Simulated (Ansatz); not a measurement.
## By hand: reaction energy

Consider the reaction energy. Reaction: 2 Ga (Cmce) + 1/2 O2 (gas) → Ga2O (gas). A negative value means that the right-hand side lies lower.

Setting: static, neutral cells in Ansatz (PAW) whose structures rest at the PBE level. Ansatz (a quantum-chemistry and plane-wave program) runs with its PAW set soft_1. Other levels take these structures. The lattices are those relaxed with PBE, so at other levels the solids can be strained, which adds to the spread. A dispersion term (D3(BJ), or D4 for r2SCAN) was computed beside these levels and is taken off wherever the name lacks it. Space groups of crystals are read within 0.01 Å.

Total energies of the cells in eV, at zero smearing width. They compare only within one column; the weights balance every element.

| cell | atoms | weight | PBE | RPBE |
|---|---|---|---|---|
| Ga (Cmce) | 4 | −1 | -15132.10261 | -15154.40928 |
| Ga2O (gas) | 3 | +2 | -8132.14143 | -8145.67163 |
| O2 (gas) | 2 | −1 | -1129.95062 | -1133.90065 |

PBE: − (-15132.10261) + 2 × (-8132.14143) − (-1129.95062) = -2.230 eV; dividing by 2 gives -1.11 eV.

RPBE: − (-15154.40928) + 2 × (-8145.67163) − (-1133.90065) = -3.033 eV; dividing by 2 gives -1.52 eV.

What follows from the PBE value: Per mole of the reaction as written, -1.115 eV × 96.485 = -107.6 kJ.
